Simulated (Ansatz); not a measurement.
## A self-consistent single point of MgPd (Pm-3m, 2 atoms in the cell) with Ansatz

Method of the run: LDA (PW92), default PAW files made with PBE (plane waves; Ansatz, a quantum-chemistry and plane-wave program).

This input was run:

Ansatz 0.2 input:
```yaml
# MgPd
crystal:
  lattice:
    - [3.139603, 0.000000, 0.000000]
    - [0.000000, 3.139603, 0.000000]
    - [0.000000, 0.000000, 3.139603]
  atoms:
    - { symbol: Mg, position_ang: [0.000000, 0.000000, 0.000000] }
    - { symbol: Pd, position_ang: [1.569802, 1.569802, 1.569802] }
basis:
  ecutwfc: 420.0
kpoints:
  mp_grid: { grid: [11, 11, 11] }
hamiltonian:
  xc: lda
  pseudopotentials: { kind: paw }
scf:
  occupations: { method: gaussian, width: 0.1 }
output:
  forces: true
  eigenvalues: true
  stress: true
```

Output (repeated stretches shortened):

```
WARN ansatz: RAYON_NUM_THREADS=1 ignored (pool sized by the plan → 1); use --threads N
Pseudopotentials: kind: paw
Pseudopotential: Mg, paw, valence charge 10
Pseudopotential: Pd, paw, valence charge 18
Crystal: 2 atoms, lattice volume = 30.947 Å³
Basis set: ecut = 420 eV, 619 PW (Γ)
Bands: 18, of which v1, the nominal top of the filled ones, is band 14 counted from 1 (13 counted from 0)
Symmetry: 48 space group operations
Space group: Pm-3m (ITA 221), of the structure as read, at distance tolerance 3.1e-5 Å
k-points: 56 of 1331
PAW frozen core: Mg, regenerated for the run's functional, and the local potential with it
PAW frozen core: Pd, regenerated for the run's functional, and the local potential with it
Initial density: superposition of atomic densities (neutral atoms: chi_scale 0, normalization atom), corrected by the library's trained network
Initial wavefunctions: pseudopotential atomic-orbital guess
Eigensolver: davidson
Functional: x = slater, c = lda
SCF iter   1: F=—  HF=-8747.644546 eV  |F-HF|=—  |Δ(HF+E_count)|=         —  Δρ=1.07e-2  dr2=2.65e-2  ethr=1.77e-3  ⟨swp⟩=5.0  Hψ=4617  notcnv=0
all-band conjugate gradients solve this SCF's bands
preconditioner: auto → none
SCF iter   2: F=—  HF=-8747.636877 eV  |F-HF|=—  |Δ(HF+E_count)|=   7.67e-3  Δρ=5.07e-3  dr2=6.88e-3  ethr=9.46e-5  ⟨swp⟩=2.0  Hψ=2028  notcnv=0
SCF iter   3: F=—  HF=-8747.635161 eV  |F-HF|=—  |Δ(HF+E_count)|=   1.72e-3  Δρ=6.51e-4  dr2=3.88e-5  ethr=2.46e-5  ⟨swp⟩=2.6  Hψ=1647  notcnv=0
SCF iter   4: F=—  HF=-8747.635157 eV  |F-HF|=—  |Δ(HF+E_count)|=   3.69e-6  Δρ=1.56e-4  dr2=6.18e-6  ethr=1.39e-7  ⟨swp⟩=2.0  Hψ=1732  notcnv=0
iter 5 did not close the SCF: its close was put off for the readings that it lacked (scf_convergence_deferred on its scf_iter line)
SCF iter   5: F=-8747.635157 eV  HF=-8747.635157 eV  |F-HF|=1.54e-8  |Δ(HF+E_count)|=   5.08e-7  Δρ=2.04e-5  dr2=7.66e-8  ethr=2.21e-8  ⟨swp⟩=2.0  Hψ=1244  notcnv=0
SCF iter   6: F=-8747.635157 eV  HF=-8747.635157 eV  |F-HF|=7.64e-11  |Δ(HF+E_count)|=   1.70e-8  Δρ=1.33e-6  dr2=2.95e-10  ethr=2.73e-10  ⟨swp⟩=2.4  Hψ=3462  notcnv=0
SCF 1 converged in 6 iterations: F = -8747.635157 eV  dr2 = 2.95e-10
SCF converged after 6 iterations
Free energy (F): -8747.635157 eV
Harris-Foulkes:  -8747.635157 eV  (|F-HF|=7.64e-11)
Internal energy: -8747.629748 eV  (E = F + TS)
E sigma→0 (E₀):  -8747.632452 eV
Entropy (-TS):   -0.005409 eV (-2.705 meV/atom)
Fermi energy:    13.778333 eV
--- Per-component energies (eV) ---
  E_band       = -522.441034
  E_kinetic    = 593.111998
  E_local      = -3472.033153  (includes V_loc(G=0)·N_el)
  E_nonlocal   = 318.799288
  E_hartree    = 1324.511413
  E_xc         = -197.810796
  E_vxc        = -250.522671  (∫ρ·V_xc dr)
  E_paw        = -3894.207576  (= ΣΔE_a)
  E_vpaw       = -360.819137  (= ΣTr[D̂ρ^β])
  E_aug_tail   = 0.000166  (compensation charges beyond the density's cutoff)
  E_ewald      = -3420.832302
  E_core_change = 0.831213  (= ΣΔE_core)
  E_smearing   = -0.005409  (= −TS)
  E_closure    = -0.000000  (closes the sum)
  Σ components = -8747.635157   (vs F -8747.635157, Δ=0.00e0)
--- Forces (eV/Å), atoms counted from 1 ---
  atom   1  Mg    -0.00000000     0.00000000     0.00000000
  atom   2  Pd     0.00000000     0.00000000    -0.00000000
  max |Σ_I F_I| component: 8.25e-30 eV/Å
--- Stress (GPa, compression-positive) ---
       -3.577714       0.000000      -0.000000
        0.000000      -3.577714       0.000000
        0.000000       0.000000      -3.577714
  P = ⅓ Tr σ = -3.5777 GPa (-35.777 kbar)
  The stress holds the Pulay correction. Without it, at fixed plane waves, as pw.x and ABINIT print it: P = -3.5942 GPa
--- Band table (eV; the first three rows and the last of 56) ---
  k-point 0: bands = ["-70.6015", "-60.5806", "-36.3798", "-36.3798", "-36.3798", "-28.0019", "-28.0019", "-28.0019", "5.9406", "9.5714", "9.5714", "11.6298", "11.6298", "11.6298", "20.7490", "20.7490", "20.7490", "23.6745"]
  k-point 1: bands = ["-70.6013", "-60.5806", "-36.3839", "-36.3794", "-36.3794", "-28.0038", "-28.0018", "-28.0018", "6.0803", "9.5993", "9.6313", "11.5583", "11.5583", "11.6380", "19.6500", "20.9404", "20.9404", "23.5642"]
  k-point 2: bands = ["-70.6006", "-60.5803", "-36.3948", "-36.3784", "-36.3784", "-28.0089", "-28.0017", "-28.0017", "6.4874", "9.6754", "9.7937", "11.3750", "11.3750", "11.6600", "17.8076", "21.4772", "21.4772", "23.2661"]
  k-point 55: bands = ["-70.5931", "-60.5767", "-36.4208", "-36.4207", "-36.4207", "-28.0211", "-28.0211", "-28.0209", "9.3966", "9.4508", "9.4508", "12.2983", "12.2983", "16.3419", "17.1684", "17.1684", "19.8936", "21.1198"]
```

The run converged in 6 iterations.

The starting cell comes from a database of computed structures (which also holds hypothetical and non-ambient phases and stackings), without a prior relaxation at this level. Its lattice was rescaled by up to half a per cent. Spin polarisation is off. With a pressure of about -4 GPa the cell is away from its equilibrium volume at this level. Ansatz's pressure includes its estimate of the finite-basis (Pulay) stress.
